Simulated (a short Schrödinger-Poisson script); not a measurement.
Stack: single In0.53Ga0.47As/InP quantum well.

| layer | material | thickness (nm) |
|---|---|---|
| 1 | InP | 20 |
| 2 | In0.53Ga0.47As | 7.5 |
| 3 | InP | 20 |

The device is made up for the run: typed textbook-type constants, with dimensions and the other settings drawn at random. In0.53Ga0.47As: direct gap (eV) 0.74, conduction-band edge (eV) 0, electron mass (mₑ) 0.041, heavy-hole mass 0.38, light-hole mass 0.052. InP: direct gap (eV) 1.344, conduction-band edge (eV) 0.25, electron mass (mₑ) 0.08, heavy-hole mass 0.53, light-hole mass 0.12.

The valence-band edge of each layer lies one gap below its conduction-band edge. The electron's potential energy rises along the stack by the applied field. Mesh 0.03 nm at interfaces.

Estimate e1 and hh1 for infinitely high walls at zero field, and compare with the finite well.

ħ²π²/(2mL²) gives 163.0 meV for the electron and 17.6 meV for the heavy hole. The finite well gives 56.5 and 12.9 meV, 0.35 and 0.73 of the estimates, as the states reach into the barriers (9 % of e1 lies outside the well).

Solved with a short Schrödinger-Poisson script written for these runs: one-band effective-mass equation with BenDaniel-Duke matching, electrons, heavy and light holes apart, hard walls at the outer ends, one valence edge for both holes (no strain splitting), no charge, excitons, band mixing or non-parabolicity; under a field the levels are quasi-bound states of a box, listed while three quarters of their weight lies within 4 nm of the wells.
